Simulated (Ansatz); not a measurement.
Effect of pressure 30 GPa on InP

Start from InP in the zinc blende structure (space group F-43m, No. 216; a = 5.9068 Å).

It is then changed as follows: cell and atoms relaxed at a pressure of 30 GPa.

Calculations: Kohn–Sham DFT with the r2SCAN functional, run in Ansatz (an electronic-structure program) with PAW and 500 eV plane waves, no spin-orbit coupling. Γ-centred 10×10×10 mesh, Fermi–Dirac width 0.05 eV.

The volume per atom falls by 5.72 Å³ (25.76 Å³ → 20.04 Å³) and the density grows by 1.34 g/cm³ (4.70 g/cm³ → 6.04 g/cm³). The lattice parameter a drops by 0.475 Å (5.907 Å → 5.432 Å) and the shortest interatomic distance drops by 0.2055 Å to 2.352 Å. The enthalpy H = E + PV relative to the base's energy is +4.18 eV/atom and the band gap rises by 0.51 eV to 1.54 eV. The gap character becomes indirect, Γ → X (base: direct at Γ) and the electron mass changes from 0.074 mₑ (at Γ) to 1.9 mₑ along k, 0.24 mₑ across (at X). The hole mass (degenerate bands, along [100]) becomes 0.15, 0.31, 0.31 mₑ (at Γ) (base: 0.073, 0.44, 0.44 mₑ (at Γ)) and the valley order (the lowest conduction-band minima on the path, energy above the VBM, named in the base's zone) goes from Γ 1.03 eV; L along ⟨111⟩ 1.80 eV; X along ⟨100⟩ 2.04 eV to X along ⟨100⟩ 1.54 eV; L along ⟨111⟩ 2.40 eV; Γ 2.41 eV.

Load acts through the strain it causes; cell and atoms are relaxed under it. Effective masses come from finite differences of ±0.01 Å⁻¹. Along k means along the line from Γ to the band edge. Stability against distortions was not tested. Measured, InP leaves this structure (for rock salt) near 9.8 GPa (temperature not stated; as listed in Datta, Sujoy, Jana, Debnarayan, arXiv (2020)).
